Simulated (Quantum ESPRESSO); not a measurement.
## Habitual settings against a tight run: YNiGe (C2/m, 6 atoms in the cell)

Self-consistent single point.

```
YNiGe
1.0
    5.07343    -2.04661     0.00000
    5.07343     2.04661     0.00000
   -4.54267     0.00000     5.06027
Y Ni Ge
2 2 2
Direct
  0.45030   0.45030   0.69162
  0.54970   0.54970   0.30838
  0.82935   0.82935   0.27369
  0.17065   0.17065   0.72631
  0.17202   0.17202   0.10752
  0.82798   0.82798   0.89248
```

Computed with PBEsol, PSlibrary PAW (PBE) pseudopotentials (plane waves; Quantum ESPRESSO 7.5).

Base settings: ecutwfc = 50 Ry; ecutrho = 350 Ry; occupations = smearing; smearing = cold; degauss = 0.0099958 Ry; input_dft = pbesol; K_POINTS = automatic 6 6 4 0 0 0; conv_thr = 1e-11 Ry; mixing_beta = 0.7.

Tight run (finer mesh or higher cutoff; not a proven limit): ecutwfc: 50 Ry → 70 Ry; ecutrho: 350 Ry → 490 Ry; conv_thr: 1e-11 Ry → 7.3e-11 Ry; K_POINTS: automatic 6 6 4 0 0 0 → automatic 9 9 6 0 0 0. It gave Fermi level (on the code's own zero) 11.52 eV; pressure -0.03 GPa; largest force (vector length) 0.157 eV/Å.

Quick runs, as changes from the base:
- A: the base itself
- B: ecutwfc: 50 Ry → 30 Ry; ecutrho: 350 Ry → 210 Ry; input_dft: pbesol → default; pseudopotentials: {Y: Y.pbe-spn-kjpaw_psl.1.0.0.UPF, Ni: Ni.pbe-n-kjpaw_psl.1.0.0.UPF, Ge: Ge.pbe-n-kjpaw_psl.1.0.0.UPF} → {Y: Y.pz-spn-kjpaw_psl.1.0.0.UPF, Ni: Ni.pz-n-kjpaw_psl.1.0.0.UPF, Ge: Ge.pz-n-kjpaw_psl.1.0.0.UPF}; K_POINTS: automatic 6 6 4 0 0 0 → automatic 1 1 1 1 1 1 [LDA (PZ)]
- C: ecutwfc: 50 Ry → 35 Ry; ecutrho: 350 Ry → 245 Ry; conv_thr: 1e-11 Ry → 7.3e-05 Ry; K_POINTS: automatic 6 6 4 0 0 0 → automatic 4 4 4 1 1 1
- D: ecutwfc: 50 Ry → 30 Ry; ecutrho: 350 Ry → 210 Ry; input_dft: pbesol → default; pseudopotentials: {Y: Y.pbe-spn-kjpaw_psl.1.0.0.UPF, Ni: Ni.pbe-n-kjpaw_psl.1.0.0.UPF, Ge: Ge.pbe-n-kjpaw_psl.1.0.0.UPF} → {Y: Y.pz-spn-kjpaw_psl.1.0.0.UPF, Ni: Ni.pz-n-kjpaw_psl.1.0.0.UPF, Ge: Ge.pz-n-kjpaw_psl.1.0.0.UPF}; K_POINTS: automatic 6 6 4 0 0 0 → automatic 6 6 6 0 0 0 [LDA (PZ)]
- E: ecutwfc: 50 Ry → 25 Ry; ecutrho: 350 Ry → 175 Ry; smearing: cold → mp; degauss: 0.0099958 Ry → 0.0147 Ry; K_POINTS: automatic 6 6 4 0 0 0 → automatic 2 2 2 0 0 0

Energies are extrapolated to zero smearing width, which holds to low order in the width alone (under cold and Methfessel-Paxton smearing the free energy itself is taken).

Dashes: energy of B, D, another energy zero; time of B, under 30 s; pressure of C, not trusted under this conv_thr with d or f elements.

† marks runs with another functional, U, potentials or spin treatment: their distance from the tight run is not a convergence error alone.

The count of work is k-points × plane waves × bands × iterations; it is no time. Core times come from one kind of shared machine and are given to one figure; runs under 30 s give none.

The starting cell comes from a database of computed structures (which also holds hypothetical and non-ambient phases and stackings), without a prior relaxation at this level. Its lattice was rescaled by a random factor within 2.5 % of one. Spin polarisation is off.

```csv
run,energy less tight (meV/atom),pressure less tight (GPa),largest miss in a force vector (eV/Å),count of work / tight,core time / tight (rough)
A,9.0,-0.29,0.030,0.22,0.2
B†,–,-7.06,1.667,0.0026,–
C,30.0,–,0.096,0.029,0.05
D†,–,-7.63,0.073,0.16,0.2
E,450.1,-27.21,0.481,0.010,0.04
```

Among the runs at the tight run's level, the energy misses run from 9.0 to 450.1 meV/atom.

Left out of this page: 1 run of the series outside the window shown, repeating another row's setting, or not comparable.
